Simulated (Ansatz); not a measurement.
**Hypothetical zinc blende BaS: pressure 1.5 GPa**

Start from BaS in the zinc blende structure (space group F-43m, No. 216; a = 7.0356 Å; a hypothetical phase, not in the database extracts checked).

Now apply this change: a hydrostatic pressure of 1.5 GPa.

Method: Ansatz (a quantum-chemistry and plane-wave program) PBE, scalar-relativistic without spin-orbit coupling. Settings: 8×8×8 k-points, 0.05 eV Fermi–Dirac smearing.

```json
[
 {"quantity": "volume per atom", "base": "43.53 Å³", "changed": "41.45 Å³", "shift": "-2.08 Å³"},
 {"quantity": "lattice parameter a", "base": "7.036 Å", "changed": "6.922 Å", "shift": "-0.114 Å"},
 {"quantity": "shortest interatomic distance", "base": "3.046 Å", "changed": "2.997 Å", "shift": "-0.049 Å"},
 {"quantity": "enthalpy H = E + PV relative to the base's energy", "base": "–", "changed": "+0.40 eV/atom", "shift": "–"},
 {"quantity": "band gap", "base": "2.75 eV", "changed": "2.82 eV", "shift": "+0.07 eV"},
 {"quantity": "gap character", "base": "indirect, W → Γ", "changed": "indirect, W → Γ", "shift": "–"},
 {"quantity": "mean gap deformation potential ΔEg/Δln V", "base": "–", "changed": "-1.4 eV", "shift": "–"},
 {"quantity": "electron mass", "base": "0.39 mₑ (at Γ)", "changed": "0.39 mₑ (at Γ)", "shift": "–"},
 {"quantity": "valley order (the lowest conduction-band minima on the path, energy above the VBM, named in the base's zone)", "base": "–", "changed": "Γ 2.82 eV; W (1/2, -1/4, 1/4) 3.45 eV; a point along ⟨100⟩, about 0.7 Å⁻¹ from Γ 3.47 eV", "shift": "–"}
]
```

Cost of the whole job for the changed cell (relaxation, final SCF and bands): around 26 core-seconds (rough).

Load acts through the strain it causes; cell and atoms are relaxed under it. Masses are band curvatures over ±0.01 Å⁻¹ around the edge. No phonon test of stability was made.
